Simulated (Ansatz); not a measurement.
Consider interstitial Na in corundum, charge state +1. The step: several atoms move together, Na the farthest; the atom moves 2.78 Å along (0.33, 0.67, -0.01) of the unit cell; at the end the Na atom holds a host Al site and a host atom stands off its site; the moving atom starts with neighbours 2 Al at 2.24; 6 O at 2.05 Å and ends with Al at 2.21, Al at 2.40; 3 O at 2.02, 3 O at 2.13 Å. A PBE band in Ansatz (plane-wave PAW, the Γ point alone, 270 host sites, 77 SCF runs with any check of the saddle's order, static, no finite-size correction) gives a forward barrier of 2.35 eV. The program found a first-order saddle point. The charge state is imposed; whether it is stable for some Fermi level was not computed. Sites that were not tried may lie lower.

Single points at the band's start and saddle point can refine it. Rough cost of one point, in units of the band's mean SCF on the same machine:

| Level | Cost of one point |
|---|---|
| PBE, a 2×2×2 k-point mesh shifted by half a step along c | about 8 |
| r2SCAN at 500 eV, the Γ point alone | about 2 |
| HSE06, Γ point alone | about 20 |

### Question
Which of these move the barrier by more than 0.1 eV, and how far does each move it?

### Answer
Not one does. PBE, a 2×2×2 k-point mesh shifted by half a step along c: 0.00 eV; r2SCAN at 500 eV, the Γ point alone: +0.07 eV; HSE06, Γ point alone: -0.05 eV. Each functional is compared with PBE at the same k-points.

Ansatz is a quantum-chemistry and plane-wave program.
